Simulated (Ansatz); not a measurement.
Start from Ti3Al (space group P6_3/mmc, No. 194; a = 5.7474 Å, c = 4.6319 Å).

All numbers come from r2SCAN, PAW, 500 eV (Ansatz, a first-principles code; without spin-orbit coupling), earlier PAW set.

For the base:

```
Property    Value
--------  -------
Pressure  0.0 GPa
```

Perturbation: every lattice vector is shortened by 2.87 %; the atoms relax in the strained cell.

### Question
What happens to the pressure and energy relative to the base?

### Answer
The pressure (mean of the normal stresses, compression positive) goes from zero to 12.4 GPa; the energy goes up by 50 meV/atom.

No phonon test of stability was made. The final runs are not spin-polarised.
